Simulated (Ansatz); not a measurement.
**BAs: response to strain**

Consider BAs in the zinc blende structure (space group F-43m, No. 216; a = 4.768 Å).

Strains are applied to the cell and any free atomic positions relax.

All numbers come from DFT with PBEsol, PAW potentials and a 420 eV plane-wave cutoff in Ansatz (a program for electronic structure), no spin-orbit coupling.

Notes on the quantities. energy relative to the base: free energy F.

```csv
variant,band gap,shortest interatomic distance,energy relative to the base
base,1.08 eV,206.5 pm,0 meV/atom
isotropic strain −3.00 %,0.99 eV,200.3 pm,+53 meV/atom
isotropic strain −2.00 %,1.02 eV,202.3 pm,+23 meV/atom
isotropic strain −1.50 %,1.04 eV,203.4 pm,+13 meV/atom
isotropic strain −0.50 %,1.07 eV,205.4 pm,___
isotropic strain +1.00 %,___,208.5 pm,+5.2 meV/atom
isotropic strain +1.50 %,1.13 eV,209.6 pm,+11 meV/atom
isotropic strain +2.00 %,1.14 eV,210.6 pm,+20 meV/atom
isotropic strain +2.50 %,1.15 eV,211.6 pm,+31 meV/atom
isotropic strain +3.00 %,1.17 eV,212.6 pm,+44 meV/atom
```

Complete the table.


- isotropic strain −0.50 %, energy relative to the base: +1.4 meV/atom
- isotropic strain +1.00 %, band gap: 1.11 eV

Whether these cells are dynamically stable was not tested.
